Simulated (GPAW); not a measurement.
Worked example: self-consistent single point of ZnCu2SnSe4 (I-4, 8 atoms in the cell) in GPAW.

Method: LDA (Perdew-Wang 92), GPAW PAW datasets LDA (gpaw-data 1.0.1) (plane waves; GPAW).

```yaml
crystal:
  lattice:
    - [-2.84206, 2.84206, 5.65316]
    - [2.84206, -2.84206, 5.65316]
    - [2.84206, 2.84206, -5.65316]
  atoms:
    - { symbol: Zn, position: [0.75000, 0.25000, 0.50000] }
    - { symbol: Cu, position: [0.25000, 0.75000, 0.50000] }
    - { symbol: Cu, position: [0.00000, 0.00000, 0.00000] }
    - { symbol: Sn, position: [0.50000, 0.50000, 0.00000] }
    - { symbol: Se, position: [0.62975, 0.63653, 0.52624] }
    - { symbol: Se, position: [0.36347, 0.88971, 0.99322] }
    - { symbol: Se, position: [0.11029, 0.10351, 0.47376] }
    - { symbol: Se, position: [0.89649, 0.37025, 0.00678] }
```

Reference input (self-consistent single point, DFT LDA (Perdew-Wang 92), plane waves, GPAW PAW datasets LDA (gpaw-data 1.0.1)): mode = pw; ecut = 850 eV; xc = LDA; kpts = 5 5 5; mesh shift (steps) = 0 0 0; occupations.name = methfessel-paxton; occupations.width = 0.1 eV; occupations.order = 0; nbands = -12; symmetry.symmorphic = false; symmetry.tolerance = 0.0005; maxiter = 120. This run's input differs from it in these lines:

```diff
@@ -18,3 +18,3 @@
 
-calc = GPAW(mode={'name': 'pw', 'ecut': 850},
+calc = GPAW(mode={'name': 'pw', 'ecut': 680},
             xc='LDA',
```

Log, with long lists cut:

```
     iter     time        total  log10-change:
                         energy   eigst   dens
iter:   1 --:--:--   -37.043329
iter:   2 --:--:--   -36.672051   -0.79  -1.31
iter:   3 --:--:--   -36.021774   -1.49  -1.32
iter:   4 --:--:--   -35.653106   -1.44  -1.39
iter:   5 --:--:--   -35.604367   -1.94  -1.57
iter:   6 --:--:--   -36.623914   -0.99  -1.83
iter:   7 --:--:--   -35.601817   -0.86  -1.69
iter:   8 --:--:--   -35.536702   -2.84  -2.34
iter:   9 --:--:--   -35.547125   -2.50  -2.68
iter:  10 --:--:--   -35.541276c  -4.00  -2.61
iter:  11 --:--:--   -35.532047c  -2.85  -2.70
iter:  12 --:--:--   -35.531698c  -4.55  -3.10
iter:  13 --:--:--   -35.531379c  -4.47  -3.24
iter:  14 --:--:--   -35.531346c  -5.13  -3.56
iter:  15 --:--:--   -35.531346c  -5.74  -3.71
iter:  16 --:--:--   -35.531348c  -5.13  -3.77
iter:  17 --:--:--   -35.531331c  -6.81  -3.86
iter:  18 --:--:--   -35.531324c  -5.59  -3.93
iter:  19 --:--:--   -35.531334c  -6.03  -4.16c
iter:  20 --:--:--   -35.531327c  -6.81  -4.15c
iter:  21 --:--:--   -35.531320c  -6.34  -4.22c
iter:  22 --:--:--   -35.531321c  -6.41  -4.31c
iter:  23 --:--:--   -35.531322c  -6.94  -4.42c
iter:  24 --:--:--   -35.531320c  -7.62c -4.52c
Converged after 24 iterations.

Dipole moment: (-0.842769, 0.842769, 0.000000) |e|*Ang

Energy contributions relative to reference atoms: (reference = -570624.377172)

Kinetic:        +24.384864
Potential:      -25.706685
External:        +0.000000
XC:             -34.193149
Entropy (-ST):   -0.001383
Local:           -0.015658
SIC:             +0.000000
--------------------------
Free energy:    -35.532012
Extrapolated:   -35.531320

Showing only first 2 kpts
 Kpt  Band  Eigenvalues  Occupancy
  0    34      4.96720    1.54880
  0    35      4.96720    1.54880
  0    36      5.01463    1.06596
  0    37      6.60771    0.00000

  1    34      4.48306    2.00000
  1    35      4.86116    1.97574
  1    36      5.85855    0.00000
  1    37      7.31879    0.00000

Fermi level: 5.02048

No gap
   [... lines left out ...]
  2 Cu    0.00000    0.00000    0.00000
  3 Sn    0.00000    0.00000    0.00000
  4 Se    0.15145    0.04856   -0.08768
  5 Se    0.04856   -0.15145    0.08768
  6 Se   -0.15145   -0.04856   -0.08768
  7 Se   -0.04856    0.15145    0.08768

Stress tensor:
     0.017310     0.000000     0.000000
     0.000000     0.017310    -0.000000
     0.000000    -0.000000     0.016424
Stress (GPa, Voigt): [ 2.7733  2.7733  2.6314 -0.      0.      0.    ]
```

The run converged in 24 iterations. GPAW prints stress with tension positive. Against the reference run the free energy rises by 7.8 meV/atom, the pressure hardly changes (-2.65 to -2.73 GPa) and the largest force hardly changes (0.184 to 0.182 eV/Å).

The starting cell comes from a database of computed structures (which also holds hypothetical and non-ambient phases and stackings), without a prior relaxation at this level. Its lattice was rescaled by a random factor within 2.5 % of one. Spin polarisation is off. The run gives no clean gap (levels at the Fermi energy touch, overlap or are partly filled at this smearing), which alone does not show that the compound is a metal.

Cost on one core of a shared machine: roughly 3 min.
